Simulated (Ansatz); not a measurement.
The starting structures come from a database of crystals and need not be the phases stable at ambient conditions.

## Evanescent states of K2SnBr6 (Fm-3m, not sure to be the ambient phase, 9 atoms a cell, 32.6 Å³ an atom) along the normal of (001)

These are r2SCAN (plane waves, PAW; Ansatz, an electronic-structure program) values and carry that method's errors.

The gap is the functional's own. No spin-orbit coupling. Mid-gap values are interpolated on the energy grid.

Energies count from the valence-band top; κ is the least over a 4×4 mesh across the current.

```json
[
 {"E (eV)": "0.04", "κ (1/Å)": "0.087", "where": "Γ"},
 {"E (eV)": "0.12", "κ (1/Å)": "0.148", "where": "Γ"},
 {"E (eV)": "0.20", "κ (1/Å)": "0.189", "where": "Γ"},
 {"E (eV)": "0.28", "κ (1/Å)": "0.217", "where": "Γ"},
 {"E (eV)": "0.36", "κ (1/Å)": "0.215", "where": "Γ"},
 {"E (eV)": "0.44", "κ (1/Å)": "0.212", "where": "Γ"},
 {"E (eV)": "0.52", "κ (1/Å)": "0.208", "where": "Γ"},
 {"E (eV)": "0.60", "κ (1/Å)": "0.204", "where": "Γ"},
 {"E (eV)": "0.68", "κ (1/Å)": "0.199", "where": "Γ"},
 {"E (eV)": "0.76", "κ (1/Å)": "0.192", "where": "Γ"},
 {"E (eV)": "0.84", "κ (1/Å)": "0.184", "where": "Γ"},
 {"E (eV)": "0.92", "κ (1/Å)": "0.175", "where": "Γ"},
 {"E (eV)": "1.00", "κ (1/Å)": "0.163", "where": "Γ"},
 {"E (eV)": "1.08", "κ (1/Å)": "0.149", "where": "Γ"},
 {"E (eV)": "1.16", "κ (1/Å)": "0.132", "where": "Γ"},
 {"E (eV)": "1.24", "κ (1/Å)": "0.111", "where": "Γ"},
 {"E (eV)": "1.32", "κ (1/Å)": "0.080", "where": "Γ"},
 {"E (eV)": "1.40", "κ (1/Å)": "0.016", "where": "Γ"}
]
```

### Question
How thick must the barrier be to attenuate the transmission by 10^4 when the electrodes' Fermi level lies at 0.20 eV, and what attenuation does that film give at 0.44 eV?

### Answer
d = 4 ln 10 / (2 × 0.189) = 24.4 Å. At 0.44 eV it gives 4 × 0.212/0.189 = 4.5 decades.
